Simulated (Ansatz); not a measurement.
Start from TaRu (space group P4/mmm, No. 123; a = 3.025 Å, c = 3.385 Å; relaxed with 0.1 eV smearing). Axes: x, y, z lie along a, b, c of the conventional cell.

Calculations: PBEsol (Ansatz, a first-principles code, PAW, no spin-orbit coupling).

The change: the symmetric strain tensor [-0.0019 -0.0010 -0.0049; -0.0010 -0.0075 -0.0008; -0.0049 -0.0008 -0.0061], atoms relaxed at fixed cell.

**Question.** What does the calculation give for the energy relative to the base and stress after the change?

**Answer.** The energy grows by 3.8 meV/atom; the stress (xx, yy, zz, yz, xz, xy; compression positive) amounts to (3.8, 4.9, 4.5, 0.1, 0.8, 0.2) GPa.

Whether these cells are dynamically stable was not tested. The final runs are not spin-polarised.
